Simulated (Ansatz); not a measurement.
## ScCu₂ (I4/mmm, No. 139; structure not from a measured cell): properties by level of theory

```
level (code)     lattice constant a (Å)  c axis length (Å)
---------------  ----------------------  -----------------
LDA (Ansatz)                          ?              8.116
PBEsol (Ansatz)                   3.250              8.250
r²SCAN (Ansatz)                       ?                  ?
```

### Question
What belongs in the gaps?

### Answer

- LDA (Ansatz, a program for electronic structure), lattice constant a (Å): 3.213
- r²SCAN (Ansatz), lattice constant a (Å): 3.269
- r²SCAN (Ansatz), c axis length (Å): 8.331

Caveats: the relaxation could not lower the start's symmetry, so the cell can be a saddle point above a distorted one (LDA, PBEsol, r²SCAN). Ansatz's density-functional and Hartree–Fock values are scalar-relativistic unless marked +SOC, with PAW data made under PBE.

Static lattice: no zero-point or thermal effects.
